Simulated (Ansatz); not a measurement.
## GaAs (model structure, started from the cinnabar type, P6₂22, No. 180, 6 atoms in the cell): properties by level of theory

```tsv
level (code)	lattice constant a (Å)	c axis length (Å)	enthalpy of formation (eV/atom)
PBE (Ansatz)	4.081	[?]	-0.160
PBEsol (Ansatz)	[?]	8.789	-0.153
PBE-D3(BJ) (Ansatz)	4.024	8.837	-0.153
```

Question: Some entries are withheld; supply them.

Answer: 
- PBE (Ansatz, a quantum-chemistry and plane-wave program), c axis length (Å): 8.941
- PBEsol (Ansatz), lattice constant a (Å): 4.017

Ansatz's density-functional and Hartree–Fock values are scalar-relativistic unless marked +SOC, with PAW data made under PBE.

The computed numbers hold no vibrational or temperature effects.

A model structure was made by putting elements into a prototype or built by hand; it is no filed structure, need not be a known phase, and can be a saddle point held by its symmetry.
